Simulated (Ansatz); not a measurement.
Worked example: self-consistent single point of Sn (Fd-3m, 2 atoms in the cell) in Ansatz (a first-principles code).

Computed with LDA (PW92), PAW files made with PBE (plane waves; Ansatz).

```
Sn
1.0
    0.00000     3.33098     3.33098
    3.33098     0.00000     3.33098
    3.33098     3.33098     0.00000
Sn
2
Direct
  0.00000   0.00000   0.00000
  0.25000   0.25000   0.25000
```

Reference input (self-consistent single point, DFT, LDA (PW92), plane waves, PAW files made with PBE): basis.ecutwfc = 420 eV; kpoints.mp_grid.grid = 9 9 9; hamiltonian.xc = lda; hamiltonian.pseudopotentials = {kind: paw} (an earlier, softer set of the program's PAW files); scf.occupations.method = fermi_dirac; scf.occupations.width = 0.136 eV. This run's input differs from it in these lines:

Ansatz 0.2 input:
```diff
@@ -11,3 +11,3 @@
 kpoints:
-  mp_grid: { grid: [9, 9, 9] }
+  mp_grid: { grid: [5, 5, 5] }
 hamiltonian:
```

Log, with long lists cut:

```
SCF iter   1: F=—  HF=-11759.143283 eV  |F-HF|=—  |Δ(HF+E_count)|=         —  Δρ=2.01e-2  dr2=3.49e-1  ethr=3.10e-3  ⟨swp⟩=6.0  Hψ=954  notcnv=0
all-band conjugate gradients solve this SCF's bands
preconditioner: auto → Kerker (q_TF=auto, 2.321 Å⁻¹)
SCF iter   2: F=—  HF=-11759.074899 eV  |F-HF|=—  |Δ(HF+E_count)|=   6.84e-2  Δρ=1.28e-2  dr2=1.65e-1  ethr=1.25e-3  ⟨swp⟩=1.6  Hψ=269  notcnv=0
SCF iter   3: F=—  HF=-11759.030119 eV  |F-HF|=—  |Δ(HF+E_count)|=   4.48e-2  Δρ=2.86e-3  dr2=1.69e-2  ethr=5.91e-4  ⟨swp⟩=1.6  Hψ=196  notcnv=0
SCF iter   4: F=—  HF=-11759.027767 eV  |F-HF|=—  |Δ(HF+E_count)|=   2.35e-3  Δρ=1.45e-3  dr2=3.09e-3  ethr=6.04e-5  ⟨swp⟩=2.0  Hψ=215  notcnv=0
SCF iter   5: F=—  HF=-11759.028029 eV  |F-HF|=—  |Δ(HF+E_count)|=   2.62e-4  Δρ=2.55e-4  dr2=5.58e-5  ethr=1.10e-5  ⟨swp⟩=2.0  Hψ=219  notcnv=0
SCF iter   6: F=—  HF=-11759.028054 eV  |F-HF|=—  |Δ(HF+E_count)|=   2.42e-5  Δρ=5.03e-5  dr2=1.64e-6  ethr=1.99e-7  ⟨swp⟩=2.1  Hψ=234  notcnv=0
SCF iter   7: F=-11759.028056 eV  HF=-11759.028056 eV  |F-HF|=8.12e-8  |Δ(HF+E_count)|=   2.29e-6  Δρ=8.09e-6  dr2=3.78e-8  ethr=3.57e-10  ⟨swp⟩=5.6  Hψ=972  notcnv=0
SCF 1 converged in 7 iterations: F = -11759.028056 eV  dr2 = 3.78e-8
Free energy (F): -11759.028056 eV
Internal energy: -11758.990580 eV  (E = F + TS)
E sigma→0 (E₀):  -11759.009318 eV
Entropy (-TS):   -0.037476 eV (-18.738 meV/atom)
Fermi energy:    6.406080 eV
--- Forces (eV/Å), atoms counted from 1 ---
  atom   1  Sn    -0.00000000    -0.00000000     0.00000000
  atom   2  Sn    -0.00000000    -0.00000000     0.00000000
--- Stress (GPa, compression-positive) ---
       -2.793410      -0.000000      -0.000000
       -0.000000      -2.793410       0.000000
        0.000000       0.000000      -2.793410
  P = ⅓ Tr σ = -2.7934 GPa (-27.934 kbar)
  The stress holds the Pulay correction. Without it, at fixed plane waves, as pw.x and ABINIT print it: P = -2.8000 GPa
```

The run converged in 7 iterations. Against the reference run the free energy goes up by 31.0 meV/atom and the pressure goes from -3.06 to -2.79 GPa.

The starting cell comes from a database of computed structures (which also holds hypothetical and non-ambient phases and stackings), without a prior relaxation at this level. Its lattice was rescaled by a random factor within 2.5 % of one. Ansatz's pressure includes its estimate of the finite-basis (Pulay) stress.
